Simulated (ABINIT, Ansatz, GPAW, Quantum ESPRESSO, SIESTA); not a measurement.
# Code comparison for SrAlGe (P-6m2, 3 atoms in the cell)

Self-consistent single point.

```yaml
crystal:
  lattice:
    - [4.29652, 0.00000, 0.00000]
    - [-2.14826, 3.72090, 0.00000]
    - [0.00000, 0.00000, 4.77902]
  atoms:
    - { symbol: Sr, position: [0.00000, 0.00000, 0.00000] }
    - { symbol: Al, position: [0.66667, 0.33333, 0.50000] }
    - { symbol: Ge, position: [0.33333, 0.66667, 0.50000] }
```

Shared settings, as Ansatz (a program for electronic structure) writes them: kpoints.mp_grid.grid = 4 4 3; scf.occupations.method = fermi_dirac; scf.occupations.width = 0.05 eV. Potentials and cutoffs stand in the table.

```tsv
code	model	pressure (GPa)	cutoff
GPAW	PBEsol, GPAW PAW datasets PBEsol (made by gpaw-setup)	-0.81	600 eV
Ansatz	PBEsol, PAW files made with PBE	-1.19	default
Quantum ESPRESSO	PBEsol, PseudoDojo standard norm-conserving (PBESOL) pseudopotentials	-1.19	80 Ry
SIESTA	GGA PBEsol, numerical atomic orbitals DZP, PseudoDojo PBEsol standard norm-conserving potentials (rewritten from UPF to PSML)	2.65	grid 400 Ry
ABINIT	PBEsol, norm-conserving pseudopotentials (PseudoDojo nc-sr-04 PBEsol standard)	-1.19	1061 eV
```

The spread over the programs that give each value: pressure within 3.84 GPa.

SIESTA uses small atom-centred bases, whose incompleteness enters pressures, forces and empty levels differently from a plane-wave cutoff. Ansatz's pressure is given at a fixed set of plane waves, as the other plane-wave codes print theirs. In the pressure, SIESTA (by 3.83) lies more than 1 GPa from the median of the plane-wave programs.

On the base mesh (6 6 5) the same programs gave: Ansatz pressure -1.19 GPa; Quantum ESPRESSO pressure -1.19 GPa; ABINIT pressure -1.20 GPa; GPAW pressure -0.82 GPa; SIESTA pressure 2.89 GPa.

The starting cell comes from a database of computed structures (which also holds hypothetical and non-ambient phases and stackings), without a prior relaxation at this level.

Left out of this page: CP2K (on another mesh); Elk and FLEUR (not drawn, or without a comparable value).

Keys are those of Ansatz 0.2.
